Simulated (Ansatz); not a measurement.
## Ba: Ba → Sr

Take Ba in the bcc (W type) structure (space group Im-3m, No. 229; a = 5.069 Å) as the base.

One thing is altered: every Ba is replaced by Sr, then cell and atoms are relaxed.

Calculations: r2SCAN (Ansatz, a first-principles code; PAW; 500 eV plane waves; without spin-orbit coupling). k-mesh 14×14×14 (Γ-centred); smearing 0.05 eV (Fermi–Dirac), for the changed cell.

```json
[
 {"quantity": "volume per atom", "base": "65.11 Å³", "changed": "55.84 Å³", "shift": "-9.275 Å³"},
 {"quantity": "shortest interatomic distance", "base": "4.390 Å", "changed": "4.170 Å", "shift": "-0.2192 Å"},
 {"quantity": "band gap", "base": "zero", "changed": "zero", "shift": "–"}
]
```

Final structure:

```
Sr
1.0
   -2.40782     2.40782     2.40782
    2.40782    -2.40782     2.40782
    2.40782     2.40782    -2.40782
Sr
1
Direct
  0.00000   0.00000   0.00000
```

Whether these cells are dynamically stable was not tested. This is not the structure that Sr has at room temperature and ambient pressure.
